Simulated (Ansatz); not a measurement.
Consider interstitial Cu in zinc-blende BN, charge state +1. The step: several atoms move together, Cu the farthest; the atom moves 1.33 Å along (-0.26, -0.26, 0.00) of the unit cell; the moving atom starts with neighbours 3 B at 1.83; 3 N at 1.77 Å and ends with 3 B at 1.83; 3 N at 1.77 Å. DFT values are from Ansatz (plane-wave PAW, 420 eV unless said) in a cell of 64 host sites, spin-restricted, static, with no finite-size correction. The charge state is imposed; whether it is stable for some Fermi level was not computed. Sites that were not tried may lie lower. For the PBE band: the saddle point's order was not checked, and it lies on a symmetry element of the cell, where a band can be held.

```
Level                                                                           Forward barrier (eV)  Cost of the band or of the saddle's single point
------------------------------------------------------------------------------  --------------------  ------------------------------------------------
PBE, a 2×2×2 k-point mesh shifted by half a step, band relaxed                                  0.16                           roughly 50 core-minutes
PBE, a 3×3×3 k-point mesh shifted by half a step, same geometries                               0.16           about 110 core-seconds (a rough figure)
r2SCAN at 500 eV, a 2×2×2 k-point mesh shifted by half a step, same geometries                     …                           roughly 80 core-seconds
```

**Question.** Complete the blanks.

**Answer.** 
- r2SCAN at 500 eV, a 2×2×2 k-point mesh shifted by half a step, same geometries, Forward barrier (eV): 0.20

Ansatz is a program for electronic structure.
